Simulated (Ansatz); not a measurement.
Consider C vacancy in 2H silicon carbide, charge state -2. Calculation: PBE, PAW (plane waves to 420 eV; Ansatz, an electronic-structure program).

72-site cell at the relaxed PBE lattice, the Γ point alone, smearing 0.01 eV, spin-restricted, no finite-size correction. Static, classical nuclei. The host's phase is taken as given; its stability against other phases was not computed. The charge state is imposed; whether it is stable for some Fermi level was not computed. Forms of the defect that were not tried may lie lower.

Barriers: single points on a 2×2×2 k-point mesh shifted by half a step along c at the bands' geometries (they differ from the bands' own by up to 0.58 eV, and are uncertain by about as much).

Relaxed starting cell (atoms counted from 1):

```
C35Si36
1.0
    9.27650     0.00000     0.00000
   -4.63825     8.03368     0.00000
    0.00000     0.00000    10.14789
Si C
36 35
Cartesian
  1.43888   0.94899   2.56557
  1.57254   0.87335   7.63844
 -0.01753   3.58262   2.53530
  0.02873   3.52957   7.56756
 -1.59199   6.27573   2.55805
 -1.53177   6.21058   7.63169
  4.58753   0.91168   2.55831
  4.67480   0.89292   7.63193
  3.07380   3.57638   2.53870
  3.11184   3.56843   7.62941
  1.51619   6.26105   2.54629
  1.54997   6.24192   7.59495
  7.70757   0.89514   2.53506
  7.77689   0.88172   7.56779
  6.17290   3.57250   2.53450
  6.20153   3.55632   7.60230
  4.61997   6.25369   2.53839
  4.64658   6.22615   7.62869
 -0.01824   1.79105  -0.03566
  0.52003   1.47879   4.99705
 -1.54284   4.46315   0.00252
 -1.52707   4.44176   5.05843
 -3.10227   7.14010   0.00867
 -3.24924   7.21051   5.17859
  3.08351   1.78713   0.00906
  2.95083   1.87969   5.17987
  1.53598   4.46616  -0.00443
  1.53408   4.47061   5.04757
 -0.00091   7.13704   0.01719
 -0.04993   7.16616   5.08125
  6.18202   1.77535   0.00254
  6.21056   1.77378   5.05838
  4.63644   4.45938   0.00651
  4.64683   4.45340   5.06363
  3.08067   7.14118  -0.00455
  3.07737   7.14151   5.04779
  1.54624   0.88767   9.54345
  0.03734   3.58100   4.39764
 -0.00032   3.57966   9.49307
 -1.62405   6.30592   4.47497
 -1.53985   6.24191   9.54111
  4.54735   0.92567   4.47516
  4.64291   0.88369   9.54130
  3.10697   3.61915   4.43736
  3.08903   3.57910   9.53396
  1.50065   6.27135   4.46407
  1.53885   6.24803   9.51643
  7.73960   0.84979   4.39838
  7.71846   0.88125   9.49296
  6.19351   3.56138   4.44663
  6.18453   3.56562   9.52044
  4.60002   6.20374   4.43699
  4.62511   6.23941   9.53343
 -0.07283   1.82283   1.82949
  0.06784   1.74187   6.97403
 -1.57075   4.48589   1.91493
 -1.52393   4.43416   6.97785
 -3.12905   7.16083   1.91356
 -3.07625   7.08875   7.07602
  3.05194   1.79947   1.91479
  3.14222   1.79186   7.07712
  1.53243   4.47859   1.90004
  1.56544   4.45509   6.97139
 -0.03060   7.15399   1.92798
 -0.00260   7.13837   6.99649
  6.14817   1.78812   1.91511
  6.21741   1.77418   6.97791
  4.62719   4.46446   1.90914
  4.65508   4.44926   6.98590
  3.06816   7.13834   1.90023
  3.10543   7.12205   6.97136
```
Cell charge -2.

End state 1 differs by these moves (Å; atoms that move under 0.08 Å are left out):

| atom | element | Δx | Δy | Δz |
|---|---|---|---|---|
| 1 | Si | 0.11 | -0.05 | -0.03 |
| 4 | Si | -0.05 | 0.02 | 0.06 |
| 5 | Si | 0.14 | 0.03 | 0.01 |
| 8 | Si | -0.08 | -0.04 | -0.07 |
| 14 | Si | -0.08 | 0.00 | 0.03 |
| 20 | Si | -0.54 | 0.30 | 0.07 |
| 22 | Si | 0.12 | 0.09 | 0.12 |
| 24 | Si | 0.28 | 0.03 | 0.00 |
| 26 | Si | 0.14 | -0.09 | -0.13 |
| 30 | Si | -0.48 | -0.33 | -0.09 |
| 40 | C | -1.50 | 2.67 | -0.04 |
| 42 | C | 0.04 | -0.02 | -0.08 |
| 46 | C | 0.02 | -0.07 | -0.07 |
| 50 | C | 0.06 | 0.07 | 0.03 |
| 52 | C | 0.12 | 0.08 | 0.04 |
| 54 | C | 0.07 | -0.04 | 0.08 |
| 55 | C | -0.10 | 0.03 | 0.01 |
| 57 | C | -0.05 | -0.02 | 0.10 |
| 59 | C | -0.08 | 0.06 | 0.00 |
| 61 | C | -0.08 | -0.01 | -0.11 |
| 64 | C | 0.09 | 0.03 | -0.10 |
| 65 | C | -0.08 | -0.04 | -0.02 |

Task: Estimate the forward and backward barriers to end state 1 that PBE, PAW returns for this input.

Result: forward 3.04 eV, backward 3.04 eV; at the saddle point atom 40 has neighbours Si at 1.81, Si at 1.91, 2 Si at 2.11 Å. The saddle point's order was not checked.

End state 2 differs by these moves (Å; atoms that move under 0.08 Å are left out):

| atom | element | Δx | Δy | Δz |
|---|---|---|---|---|
| 1 | Si | 0.12 | 0.10 | 0.09 |
| 3 | Si | 0.01 | -0.63 | -0.07 |
| 5 | Si | 0.05 | -0.07 | -0.03 |
| 13 | Si | 0.01 | 0.15 | 0.12 |
| 19 | Si | 0.02 | 0.10 | 0.07 |
| 20 | Si | -0.52 | 0.26 | 0.11 |
| 24 | Si | 0.18 | -0.12 | -0.07 |
| 26 | Si | 0.15 | -0.13 | -0.08 |
| 38 | C | -0.04 | -0.11 | 0.05 |
| 40 | C | 0.09 | -0.11 | -0.02 |
| 42 | C | 0.09 | -0.07 | -0.02 |
| 44 | C | -0.01 | -0.08 | 0.01 |
| 46 | C | 0.03 | -0.07 | -0.01 |
| 48 | C | -0.04 | -0.01 | 0.15 |
| 54 | C | 1.65 | -0.99 | 2.72 |
| 55 | C | -0.07 | 0.03 | 0.04 |
| 56 | C | -0.01 | -0.07 | -0.04 |
| 60 | C | 0.09 | -0.02 | -0.01 |
| 61 | C | -0.04 | -0.01 | -0.07 |
| 70 | C | 0.04 | 0.08 | 0.05 |

Task: Predict the forward and backward barriers to end state 2 from PBE, PAW.

Result: forward 3.96 eV, backward 3.96 eV; at the saddle point atom 54 has neighbours Si at 1.73, Si at 1.81, Si at 2.01 Å. The saddle point's order was not checked.
